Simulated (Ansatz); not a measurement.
Structures of equal composition on the (100) surface of rock-salt TiN: Sc on all Ti sites of the second plane; Sc on all Ti sites of the top plane. The slabs share one bottom face, and each structure is named by its start. These are constructed structures in small cells; real faces may alloy, dewet or reconstruct in larger ones, and not all known structures of the face are among them. Slabs of about 10 Å, Fermi-Dirac smearing of 0.1 eV. Bottom of the slabs: a bare face, its two planes held. Relaxed from the named starts with such symmetry as they have, on meshes of like density; energies extrapolated to zero smearing; spin only where a row says so; no spin-orbit coupling, no U. Brackets mark spin-polarised runs, whose order is one that fits the cell.

Level of theory: r2SCAN, at the PBE geometry (plane waves to 500 eV, PAW; Ansatz, a program for electronic structure).

Question: Put the candidates in order of energy per 1x1 cell, lowest first, for r2SCAN, at the PBE geometry.

Answer: Sc on all Ti sites of the top plane (0.000 eV), Sc on all Ti sites of the second plane (0.314 eV)
